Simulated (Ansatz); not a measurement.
Pressure series in NiSi2

Consider NiSi$_{2}$ (space group Fm-3m, No. 225; a = 5.445 Å; non-magnetic).

Cell and atoms are relaxed at each pressure.

All numbers come from DFT with PBE, PAW potentials and a 420 eV plane-wave cutoff in Ansatz (a quantum-chemistry and plane-wave program), scalar-relativistic without spin-orbit coupling.

```tsv
P (GPa)	V (Å³/atom)
-1.99	13.640
-0.99	13.542
3.00	13.189
7.00	12.883
14.99	12.365
29.99	11.616
50.00	10.899
75.00	10.235
100.00	9.722
```

Q: Fit a third-order Birch–Murnaghan equation of state.

A: Least squares on P(V) = (3B₀/2)[(V₀/V)^(7/3) − (V₀/V)^(5/3)]·[1 + (3/4)(B₀′ − 4)((V₀/V)^(2/3) − 1)] gives V₀ = 13.45 Å³/atom, B₀ = 150 GPa and B₀′ = 4.5.

Load acts through the strain it causes; cell and atoms are relaxed under it. Stability against distortions was not tested. Competing high-pressure phases were not computed. Seeded moments were not kept for the base. All final runs are without spin polarisation.
